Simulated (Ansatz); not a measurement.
The reference is Nb in the bcc (W type) structure (space group Im-3m, No. 229; a = 3.304 Å; relaxed with 0.1 eV smearing). Axes: x, y, z lie along the cube axes.

Level of theory: Kohn–Sham DFT with the r2SCAN functional, run in Ansatz (an electronic-structure program) with PAW and 500 eV plane waves, no SOC.

For the base:

```
Item                            Result
-----------------------------  -------
Shortest interatomic distance  2.862 Å
```

The change: biaxial strain −0.50 %, plane normal [001], relaxed out of plane (Cartesian); in-plane vectors clamped, the third vector and the atoms free.

Task: Estimate the effect on the energy relative to the base and shortest interatomic distance.

Result: The energy grows by 0.7 meV/atom; the shortest interatomic distance falls by 0.0043 Å (2.862 Å → 2.857 Å).

Stability against distortions was not tested. All final runs are without spin polarisation.
